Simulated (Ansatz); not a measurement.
Where the default PAW files enter, the runs use the earlier of Ansatz's two default sets.

By PBEsol, the system below comes out a metal.

The ballistic (Sharvin) conductance counts the channels at the Fermi level: G/A = (e²/h) × channels of both spins per area.

Consider the following.

```xyz
2
Lattice="3.2446 0.0000 0.0000 -1.6223 2.8099 0.0000 1.6223 0.9366 2.6492" Properties=species:S:1:pos:R:3 pbc="T T T"
Zr     0.0000     1.8733     1.3246
N      0.0000     0.0000     0.0000
```

Space group of this cell: Fm-3m, rock salt. The cell is taken as given; by PBEsol its mean pressure is -6.0 GPa.

The current flows along the normal of the first two printed cell vectors, the (111) plane of the conventional cell. No spin-orbit coupling; the value is a mean over 0.1 eV about the Fermi level.

Question: State the ballistic conductance per area according to PBEsol (Ansatz, an electronic-structure program).

Answer: 1.2 × 10¹⁵ S/m² for both spins.
